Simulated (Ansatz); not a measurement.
# A constructed model of the (0001) surface of hcp Co, ferromagnetic, (√3x√3)R30° layer of Cl, one a cell, on the site that continues the host's stacking (bottom of the slab: a bare face, its two planes held)

Computed with PBE (plane waves to 420 eV, PAW; Ansatz, a first-principles code).

Set-up: 19 atoms, 12.0 Å thick at the start with caps and adatoms (thin: gaps and levels are the slab's own); mesh 10x10x1; 0.1 eV smearing; dipole correction on; 6 atoms held, the rest relaxed; symmetry of the start imposed; spin-polarised, ending with about 30.0 μB a cell; orders that need a larger cell were not tried, no spin-orbit, no U. It is one candidate, not shown to be the stable structure of the face.

* **work function of the top face**: 5.09 eV
* **energy released by relaxation**: 0.048 eV
* **magnetic moment of the cell**: 29.96 μB
* **cost**: about 12 core-minutes (a rough figure)
